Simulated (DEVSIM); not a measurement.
## abrupt InP p-n junction

Structure: abrupt InP p-n junction, at 250 K.

| layer (left to right) | material | thickness (μm) | Nd (cm⁻³) | Na (cm⁻³) | τn (s) | τp (s) |
|---|---|---|---|---|---|---|
| 1 | InP | 1.00 | - | 2.4e15 | 5e-10 | 5e-10 |
| 2 | InP | 250 | 2.4e15 | - | 5e-10 | 5e-10 |

Left contact: ohmic. Right contact: ohmic. Voltage is applied to the left contact. Recombination: SRH at mid-gap, Auger. Mobility is μmin + (μ − μmin)/(1 + (N/Nref)^α).

The device is made up for the run: typed textbook-type constants, with dimensions and the other settings drawn at random. Values at 300 K; Nc and Nv go as T^1.5, mobilities as T to minus their exponent, the gap by Varshni's rule with the affinity fixed.

```csv
parameter,InP
gap (eV),1.344
affinity (eV),4.38
permittivity,12.5
Nc (cm⁻³),5.7e17
Nv (cm⁻³),1.1e19
μn (cm²/Vs),5200
μp (cm²/Vs),170
"μn,min",400
"μp,min",10
"Nref,n",3e17
"Nref,p",4.9e17
αn,0.47
αp,0.62
T exponent of μn,2
T exponent of μp,2
Cn (cm⁶/s),9e-31
Cp (cm⁶/s),9e-31
Varshni α (eV/K),0.000363
Varshni β (K),162
```

Model (solved in DEVSIM): 1D drift-diffusion, Boltzmann statistics, complete ionisation; no tunnelling, impact ionisation, image-force lowering or self-heating.

```
Property                                            Value
---------------------------------------------  ----------
Potential step across the device at zero bias     1.072 V
Largest field in the device at zero bias       19000 V/cm
Dark forward voltage at 1 A/cm²                   0.937 V
```

Small-signal capacitance in reverse bias (quasi-static):

```tsv
V (V)	C (nF/cm²)
-0.1	9.71
-0.25	9.12
-0.5	8.34
-0.75	7.73
-1	7.24
-1.5	6.50
-2	5.97
-2.5	5.61
-3.25	5.26
-4	5.01
-5	4.73
```

Dark reverse current:

```tsv
V (V)	J (A/cm²)
-0.10	-4.1e-11
-0.25	-8.5e-11
-0.50	-1.5e-10
-0.75	-2.2e-10
-1.00	-2.7e-10
-1.50	-3.8e-10
-2.00	-4.8e-10
-2.50	-5.7e-10
-3.25	-6.8e-10
-4.00	-7.8e-10
-5.00	-9.0e-10
```
